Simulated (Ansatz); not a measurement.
Band structure of MnCoN2 (R3m, 4 atoms in the cell).

```xyz
4
Lattice="1.4637 0.8451 4.7527 -1.4637 0.8451 4.7527 0.0000 -1.6902 4.7527" Properties=species:S:1:pos:R:3 pbc="T T T"
Mn     0.0000     0.0000     2.6576
Co     0.0000     0.0000     9.8480
N      0.0000     0.0000     0.9443
N      0.0000     0.0000     8.0017
```

Computed with PBEsol, PAW files made with PBE (plane waves; Ansatz, a program for electronic structure).

Settings: kpoints.mp_grid.grid = 12 12 12; hamiltonian.xc = pbesol; hamiltonian.pseudopotentials = {kind: paw} (the program's default PAW files); scf.occupations.method = gaussian; scf.occupations.width = 0.02 Ry; kpoints.band_path.path = [[0.0, 0.0, 0.0], [0.5, 0.0, 0.0], [0.5, 0.18774412, -0.18774412]]; kpoints.band_path.npoints = 8.

The starting cell comes from a database of computed structures (which also holds hypothetical and non-ambient phases and stackings), without a prior relaxation at this level. Its lattice was rescaled by a random factor within 2.5 % of one. Spin polarisation is off, so a magnetic state, if there is one, cannot be reached.

Levels in eV from the Fermi level, bands 18 to 25:
```
point     18     19     20     21     22    23    24    25
-----  -----  -----  -----  -----  -----  ----  ----  ----
Γ      -1.72  -0.80  -0.80  -0.76   2.31  2.31  3.94  4.47
L      -2.04  -1.52  -1.09  -0.61   0.08  1.13  1.86  2.07
B1     -2.19  -1.57  -1.13  -0.67  -0.09  0.56  1.72  1.93
```

Bands cross the Fermi level along this path, so the cell is metallic at this level.

Keys are those of Ansatz 0.2.
